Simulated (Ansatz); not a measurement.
Inside the gap of an insulator the Bloch states are evanescent, with a wavenumber k + iκ along the transport direction.

```yaml
crystal:
  lattice:
    - [4.99265, 0.00000, 0.00000]
    - [0.00000, 4.99265, 0.00000]
    - [0.00000, 0.00000, 6.93393]
  atoms:
    - { symbol: Si, position: [0.30134, 0.30134, 0.50000] }
    - { symbol: Si, position: [0.19866, 0.80134, 0.75000] }
    - { symbol: Si, position: [0.69866, 0.69866, 0.00000] }
    - { symbol: Si, position: [0.80134, 0.19866, 0.25000] }
    - { symbol: O, position: [0.10643, 0.23861, 0.32011] }
    - { symbol: O, position: [0.26139, 0.60643, 0.57011] }
    - { symbol: O, position: [0.89357, 0.76139, 0.82011] }
    - { symbol: O, position: [0.73861, 0.39357, 0.07011] }
    - { symbol: O, position: [0.60643, 0.26139, 0.42989] }
    - { symbol: O, position: [0.76139, 0.89357, 0.17989] }
    - { symbol: O, position: [0.39357, 0.73861, 0.92989] }
    - { symbol: O, position: [0.23861, 0.10643, 0.67989] }
```

The cell is taken as given.

Transport runs along the normal of the first two printed cell vectors, the (001) plane of the conventional cell.

No gap correction and no spin-orbit coupling; mid-gap is the computed energy nearest the middle.

Problem. Compute, with r2SCAN in Ansatz (a quantum-chemistry and plane-wave program), the band gap and the smallest decay constant κ at mid-gap.

Solution. Gap 6.34 eV on a 6×6×6 mesh; κ = 0.551 1/Å, at the zone centre.
